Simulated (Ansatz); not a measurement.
**Short convergence ladders for LiMoN2 (R3m, 4 atoms in the cell)**

```yaml
crystal:
  lattice:
    - [1.45292, 0.83884, 5.32549]
    - [-1.45292, 0.83884, 5.32549]
    - [0.00000, -1.67769, 5.32549]
  atoms:
    - { symbol: Li, position: [0.41359, 0.41359, 0.41359] }
    - { symbol: Mo, position: [0.58592, 0.58592, 0.58592] }
    - { symbol: N, position: [0.84262, 0.84262, 0.84262] }
    - { symbol: N, position: [0.99655, 0.99655, 0.99655] }
```

Base method: LDA (PW92), default PAW files made with PBE (plane waves; Ansatz, a quantum-chemistry and plane-wave program).

Base settings: basis.ecutwfc = 420 eV; kpoints.mp_grid.grid = 13 13 13; hamiltonian.xc = lda; hamiltonian.pseudopotentials = {kind: paw} (the program's default PAW files); scf.occupations.method = gaussian; scf.occupations.width = 0.1 eV.

Core times come from one kind of shared machine, to one figure; runs under 30 s give none.

**Zone-centre phonons against the cutoff**

In this ladder: phonons.method = dfpt.

The mesh stays at the base's, so the ladder's end is converged at best in this setting alone.

Frequencies are those of the unrelaxed cell, without the LO-TO term of polar crystals.

Only quantities that move along the ladder and can be compared are tabulated.

```csv
basis.ecutwfc,highest zone-centre frequency (cm⁻¹),lowest optical frequency (cm⁻¹),core time / last (rough)
210 eV,713.4,121.2,0.2
295 eV,682.9,168.9,0.3
420 eV,684.2,171.8,0.7
505 eV,684.5,171.6,1
```

Coarsest basis.ecutwfc that holds the lowest optical frequency within 2 cm⁻¹ of the last step, with all finer ones: 420 eV; the step before is off by 2.6 cm⁻¹.

Coarsest basis.ecutwfc that holds the highest zone-centre frequency within 1 cm⁻¹ of the last step, with all finer ones: 420 eV; the step before is off by 1.6 cm⁻¹.

**The force threshold of a relaxation**

On LiMoN2 (R3m, 4 atoms in the cell): one atom moved by 0.15 angstrom.

In this ladder: relax = atoms.

The mesh stays at the base's, so the ladder's end is converged at best in this setting alone.

Only quantities that move along the ladder and can be compared are tabulated.

| relax.f_tol | free energy less the last step's (meV/atom) | largest force left (eV/Å) | relaxation steps | core time / last (rough) |
|---|---|---|---|---|
| 0.2 eV/Å | 0.20 | 0.0583 | 4 | 0.6 |
| 0.05 eV/Å | 0.00 | 0.0023 | 5 | 0.6 |
| 0.02 eV/Å | 0.00 | 0.0012 | 5 | 0.8 |
| 0.005 eV/Å | 0.00 | 0.0049 | 6 | 0.8 |
| 0.001 eV/Å | 0.00 | 0.0003 | 8 | 1 |

Coarsest relax.f_tol that holds the largest force left within 0.02 eV/Å of the last step, with all finer ones: 0.05 eV/Å; the step before is off by 0.058 eV/Å.

Coarsest relax.f_tol that holds the free energy within 0.05 meV/atom of the last step, with all finer ones: 0.05 eV/Å; the step before is off by 0.20 meV/atom.

**Zone-centre phonons against the mesh**

In this ladder: phonons.method = dfpt.

Frequencies are those of the unrelaxed cell, without the LO-TO term of polar crystals.

Only quantities that move along the ladder and can be compared are tabulated.

```tsv
kpoints.mp_grid.grid	highest zone-centre frequency (cm⁻¹)	lowest optical frequency (cm⁻¹)	core time / last (rough)
4 4 4	736.4	140.8	–
5 5 5	696.0	-140.4	0.2
7 7 7	681.2	161.2	0.4
10 10 10	667.7	99.3	1
```

Coarsest kpoints.mp_grid.grid that holds the highest zone-centre frequency within 10 cm⁻¹: not settled: the last two steps still differ by 13 cm⁻¹, over half the tolerance, so the ladder does not show it.

Coarsest kpoints.mp_grid.grid that holds the lowest optical frequency within 10 cm⁻¹: not settled: the last two steps still differ by 62 cm⁻¹, over half the tolerance, so the ladder does not show it.

On the base run: the starting cell comes from a database of computed structures (which also holds hypothetical and non-ambient phases and stackings), without a prior relaxation at this level. Its lattice was rescaled by up to half a per cent. Spin polarisation is off; with an odd number of electrons in the cell that forces a metal, and a magnetic state may lie lower. In the base run, with a pressure of about -12 GPa the cell is away from its equilibrium volume at this level.

Keys are those of Ansatz 0.2.
